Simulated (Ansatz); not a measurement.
Ansatz (an electronic-structure program) run on Be2Ag (R3m, 6 atoms in the cell): self-consistent single point.

Computed with LDA (PW92), default PAW files made with PBE (plane waves; Ansatz).

The change in words: lattice scaled by 0.98; kpoints.mp_grid.grid: 9 9 9 → 21 21 21; scf.occupations.width: 0.1 eV → 0.05 eV. Reference geometry:
```
Be2Ag
1.0
    0.00000     3.18048     3.18048
    3.18048     0.00000     3.18048
    3.18048     3.18048     0.00000
Be Ag
4 2
Direct
  0.62500   0.62500   0.12500
  0.62500   0.12500   0.62500
  0.62954   0.62954   0.62954
  0.12500   0.62500   0.62500
  0.25000   0.25000   0.25000
  0.00000   0.00000   0.00000
```

Reference input (self-consistent single point, DFT, LDA (PW92), plane waves, default PAW files made with PBE): basis.ecutwfc = 420 eV; kpoints.mp_grid.grid = 9 9 9; hamiltonian.xc = lda; hamiltonian.pseudopotentials = {kind: paw} (the program's default PAW files); scf.occupations.method = fermi_dirac; scf.occupations.width = 0.1 eV. This run's input differs from it in these lines:

Ansatz 0.2 input:
```diff
@@ -3,5 +3,5 @@
   lattice:
-    - [0.00000000, 3.18048300, 3.18048300]
-    - [3.18048300, 0.00000000, 3.18048300]
-    - [3.18048300, 3.18048300, 0.00000000]
+    - [0.00000000, 3.11687300, 3.11687300]
+    - [3.11687300, 0.00000000, 3.11687300]
+    - [3.11687300, 3.11687300, 0.00000000]
   atoms:
@@ -16,3 +16,3 @@
 kpoints:
-  mp_grid: { grid: [9, 9, 9] }
+  mp_grid: { grid: [21, 21, 21] }
 hamiltonian:
@@ -21,3 +21,3 @@
 scf:
-  occupations: { method: fermi_dirac, width: 0.1 }
+  occupations: { method: fermi_dirac, width: 0.05 }
 output:
```

Output (repeated stretches shortened):

```
SCF iter   1: F=—  HF=-15269.444845 eV  |F-HF|=—  |Δ(HF+E_count)|=         —  Δρ=9.39e-3  dr2=3.71e-2  ethr=1.77e-3  ⟨swp⟩=6.5  Hψ=119301  notcnv=0  defer=52
all-band conjugate gradients solve this SCF's bands
preconditioner: auto → Kerker (q_TF=auto, 2.606 Å⁻¹)
SCF iter   2: F=—  HF=-15269.434725 eV  |F-HF|=—  |Δ(HF+E_count)|=   1.01e-2  Δρ=3.12e-3  dr2=2.80e-3  ethr=8.07e-5  ⟨swp⟩=2.0  Hψ=48307  notcnv=0  defer=945
   [... lines left out ...]
SCF iter   4: F=—  HF=-15269.433858 eV  |F-HF|=—  |Δ(HF+E_count)|=   2.74e-4  Δρ=1.68e-4  dr2=3.03e-5  ethr=2.06e-6  ⟨swp⟩=2.0  Hψ=36905  notcnv=0  defer=945
SCF iter   5: F=—  HF=-15269.433844 eV  |F-HF|=—  |Δ(HF+E_count)|=   1.41e-5  Δρ=3.73e-5  dr2=7.36e-7  ethr=6.58e-8  ⟨swp⟩=2.0  Hψ=38147  notcnv=0  defer=945
SCF iter   6: F=—  HF=-15269.433844 eV  |F-HF|=—  |Δ(HF+E_count)|=   1.59e-7  Δρ=2.08e-5  dr2=2.31e-7  ethr=2.17e-10  ⟨swp⟩=7.7  Hψ=112228  notcnv=0
SCF iter   7: F=-15269.433844 eV  HF=-15269.433844 eV  |F-HF|=2.89e-9  |Δ(HF+E_count)|=   5.37e-8  Δρ=4.47e-6  dr2=8.65e-9  ethr=2.17e-10  ⟨swp⟩=4.0  Hψ=78288  notcnv=0
SCF 1 converged in 7 iterations: F = -15269.433844 eV  dr2 = 8.65e-9
Free energy (F): -15269.433844 eV
Internal energy: -15269.426791 eV  (E = F + TS)
E sigma→0 (E₀):  -15269.430317 eV
Entropy (-TS):   -0.007053 eV (-1.175 meV/atom)
Fermi energy:    14.372046 eV
--- Forces (eV/Å), atoms counted from 1 ---
  atom   1  Be     0.10047320     0.10047320     0.04683243
  atom   2  Be     0.10047320     0.04683243     0.10047320
  atom   3  Be    -0.30014356    -0.30014356    -0.30014356
  atom   4  Be     0.04683243     0.10047320     0.10047320
  atom   5  Ag     0.02591082     0.02591082     0.02591082
  atom   6  Ag     0.02645473     0.02645473     0.02645473
--- Stress (GPa, compression-positive) ---
        2.836383       0.034670       0.034670
        0.034670       2.836383       0.034670
        0.034670       0.034670       2.836383
  P = ⅓ Tr σ = 2.8364 GPa (28.364 kbar)
  The stress holds the Pulay correction. Without it, at fixed plane waves, as pw.x and ABINIT print it: P = 2.8123 GPa
```

The run converged in 7 iterations. Against the reference run the free energy falls by 4.5 meV/atom, the pressure goes from -5.75 to 2.84 GPa and the largest force goes from 0.456 to 0.520 eV/Å.

The starting cell comes from a database of computed structures (which also holds hypothetical and non-ambient phases and stackings), without a prior relaxation at this level. Its lattice was rescaled by up to half a per cent. One atom was moved a little off its site on purpose. For this run, on top of that: lattice scaled by 0.98. Ansatz's pressure includes its estimate of the finite-basis (Pulay) stress.

Cost on one core of a shared machine: roughly 2 min.
